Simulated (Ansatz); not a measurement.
The reference is HfO2 (space group P4_2/nmc, No. 137).

```xyz
6
Lattice="3.5768 0.0000 0.0000 0.0000 3.5768 0.0000 0.0000 0.0000 5.2026" Properties=species:S:1:pos:R:3 pbc="T T T"
Hf     0.0000     0.0000     0.0000
Hf     1.7884     1.7884     2.6013
O      0.0000     1.7884     1.0205
O      0.0000     1.7884     3.6219
O      1.7884     0.0000     1.5808
O      1.7884     0.0000     4.1821
```

Cartesian axes are those of the cell as printed.

Calculations: r2SCAN (Ansatz, an electronic-structure program; PAW; 500 eV plane waves; scalar-relativistic without spin-orbit coupling).

Strains are applied to the cell and any free atomic positions relax; under biaxial strain the out-of-plane vector relaxes too.

One change was made to it. Results:

The gap character changes from indirect, Z → Γ to indirect, A → Γ; the pressure (mean of the normal stresses, compression positive) goes from zero to 20.31 GPa; the shortest interatomic distance decreases by 0.049 Å, from 2.059 Å to 2.010 Å.

**Question.** Name the change that was made.
(A) tensor shear ε_xy = −0.89 %
(B) biaxial strain −4.44 %, plane normal [001], relaxed out of plane
(C) isotropic strain −0.29 %

**Answer.** B, biaxial strain −4.44 %, plane normal [001], relaxed out of plane. For comparison, the gap character in the other runs: isotropic strain −0.29 % gives indirect, Z → Γ; tensor shear ε_xy = −0.89 % gives indirect, k = (0, 0, 0.429) in the run's primitive reciprocal basis → Γ.

With Hf present, leaving out spin-orbit coupling can change the band edges. No phonon test of stability was made. This is not the structure that HfO2 has at room temperature and ambient pressure. Labels are those of the standard path for the cell's own space group.
